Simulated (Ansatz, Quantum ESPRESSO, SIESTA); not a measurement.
**Code comparison for Mo2N (P1, 6 atoms in the cell)**

Self-consistent single point, at a second geometry (atoms moved at random). First geometry:

```
Mo2N
1.0
   -2.14864     2.14864     4.01405
    2.14864    -2.14864     4.01405
    2.14864     2.14864    -4.01405
Mo N
4 2
Direct
  0.98696   0.48696   0.50000
  0.23696   0.23696   0.00000
  0.76304   0.76304   0.00000
  0.51304   0.01304   0.50000
  0.25000   0.75000   0.50000
  0.50000   0.50000   0.00000
```

Second geometry:
```yaml
crystal:
  lattice:
    - [-2.14864, 2.14864, 4.01405]
    - [2.14864, -2.14864, 4.01405]
    - [2.14864, 2.14864, -4.01405]
  atoms:
    - { symbol: Mo, position: [0.98553, 0.50489, 0.50416] }
    - { symbol: Mo, position: [0.23467, 0.23207, 0.00670] }
    - { symbol: Mo, position: [0.77675, 0.76596, 0.00415] }
    - { symbol: Mo, position: [0.51041, 0.99815, 0.49302] }
    - { symbol: N, position: [0.24288, 0.74428, 0.49335] }
    - { symbol: N, position: [0.49975, 0.50465, 0.99862] }
```

Shared settings, as Ansatz (a quantum-chemistry and plane-wave program) writes them: kpoints.mp_grid.grid = 7 7 7; scf.occupations.method = fermi_dirac; scf.occupations.width = 0.0073 Ry. Potentials and cutoffs stand in the table.

```json
[
 {"code": "Ansatz", "model": "LDA (PW92), PAW files made with PBE", "ΔF from the first geometry (meV/atom)": "19.9", "pressure (GPa)": "-19.46", "largest force (eV/Å)": "1.243", "cutoff": "30.9 Ry"},
 {"code": "SIESTA", "model": "LDA PW92, numerical atomic orbitals TZP, PseudoDojo LDA standard norm-conserving potentials (rewritten from UPF to PSML)", "ΔF from the first geometry (meV/atom)": "20.8", "pressure (GPa)": "-16.76", "largest force (eV/Å)": "1.110", "cutoff": "grid 300 Ry"},
 {"code": "Quantum ESPRESSO", "model": "LDA (PZ), GBRV 1.5 ultrasoft (LDA) pseudopotentials", "ΔF from the first geometry (meV/atom)": "20.0", "pressure (GPa)": "-19.48", "largest force (eV/Å)": "1.240", "cutoff": "40 Ry"}
]
```

Size of the force on each atom (eV/Å): Sizes of forces hide their directions.

```json
[
 {"code": "Ansatz", "Mo1": "0.726", "Mo2": "1.243", "Mo3": "1.081", "Mo4": "0.507", "N5": "0.543", "N6": "0.310"},
 {"code": "SIESTA", "Mo1": "0.961", "Mo2": "1.110", "Mo3": "0.942", "Mo4": "0.613", "N5": "0.609", "N6": "0.364"},
 {"code": "Quantum ESPRESSO", "Mo1": "0.735", "Mo2": "1.240", "Mo3": "1.079", "Mo4": "0.512", "N5": "0.547", "N6": "0.313"}
]
```

On Ansatz's run: spin polarisation is off.

The spread over the programs that give each value: ΔF from the first geometry within 0.9 meV/atom; pressure within 2.72 GPa; largest force within 0.133 eV/Å.

SIESTA uses small atom-centred bases, whose incompleteness enters pressures, forces and empty levels differently from a plane-wave cutoff. Ansatz's pressure is given at a fixed set of plane waves, as the other plane-wave codes print theirs; with its correction for the finite basis it is -19.26 GPa. The same LDA comes in different parametrisations, which differ slightly. In the pressure, SIESTA (by 2.71) lies more than 1 GPa from the median of the plane-wave programs. In the force vectors, SIESTA (by 0.281) lies more than 0.08 eV/Å from the median of the plane-wave programs.

The starting cell comes from a database of computed structures (which also holds hypothetical and non-ambient phases and stackings), without a prior relaxation at this level. Its lattice was rescaled by a random factor within 2.5 % of one. For this run, on top of that: atoms moved at random.

Keys are those of Ansatz 0.2.
